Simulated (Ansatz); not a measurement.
Results of PBE-D4 (plane waves, PAW; Ansatz, a program for electronic structure) for fluorite PbF₂ (high-temperature phase).

Settings: plane-wave cutoff 500 eV, 12×12×12 k mesh, gaussian smearing 0.02 eV, scalar-relativistic PAW data made under PBE.

Computed at the level's own relaxed cell.

Task: Estimate the volume per atom, lattice parameter a and band gap that the calculation returns.

Result: 
* **volume per atom**: 17.93 Å³/atom
* **lattice parameter a**: 5.993 Å
* **band gap**: 4.42 eV (on the SCF k mesh)

Measured, for comparison: equilibrium volume per atom 17.46 Å³/atom, lattice constant a 5.94 Å (temperature not stated, not corrected to a static lattice; as tabulated in Cadelano and Cappellini (2011), arXiv:1107.5962). Computed (rounded) less measured: equilibrium volume per atom +2.7 %, lattice constant a +0.9 %.

Note: a distance lies near a switch of the dispersion term, which can move the cell.

Spin–orbit coupling is not included; with these elements it can move the gap by several tenths of an eV or more.

The computed numbers hold no vibrational or temperature effects.
